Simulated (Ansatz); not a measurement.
**By hand: formation energy of the neutral V_O in SrTiO3 (cubic perovskite, Pm-3m)**

This concerns the formation energy of the neutral V_O in SrTiO3 (cubic perovskite, Pm-3m). Reaction: 16 SrTiO3 (cubic perovskite) → cell A + 1/2 O2 (gas).

A: a supercell of 80 sites of SrTiO3 (cubic perovskite, Pm-3m) with one empty O site amid 2 Ti; partly filled levels (a metallic host or states in the gap) with PBE; spin state with PBE: run without spin.

Ansatz (a first-principles code) with PAW potentials; structures come from PBE relaxations, nuclei static, no net charge. Ansatz runs with its default PAW set. Other levels take these structures. The lattices are those relaxed with PBE, so at other levels the solids can be strained, which adds to the spread. Larger cells are relaxed from a start prepared with the learned potential CHGNet, on a coarser mesh till forces fall under 0.03 eV/Å, which some starts already meet. A dispersion term (D3(BJ), or D4 for r2SCAN) was computed beside these levels and is taken off wherever the name lacks it. Mesh and cell size may move defect energies by 0.1 eV or more. The value holds for the reservoirs listed; other chemical potentials shift it. The ideal host is held by its symmetry; this phase can be unstable at 0 K, and cells of lower symmetry may take up part of its distortion.

Total energies of the cells in eV, at zero smearing width. They compare only within one column; the weights balance every element.

```json
[
 {"cell": "A: SrTiO3:V_O", "atoms": "79", "weight": "+1", "r2SCAN": "-123823.98621", "LDA": "-120551.30373"},
 {"cell": "SrTiO3 (cubic perovskite)", "atoms": "80", "weight": "−1", "r2SCAN": "-124395.29619", "LDA": "-121108.59996"},
 {"cell": "O2 (gas)", "atoms": "2", "weight": "+1/2", "r2SCAN": "-1131.96020", "LDA": "-1104.69203"}
]
```

r2SCAN: (-123823.98621) − (-124395.29619) + 1/2 × (-1131.96020) = 5.330 eV.

LDA: (-120551.30373) − (-121108.59996) + 1/2 × (-1104.69203) = 4.950 eV.
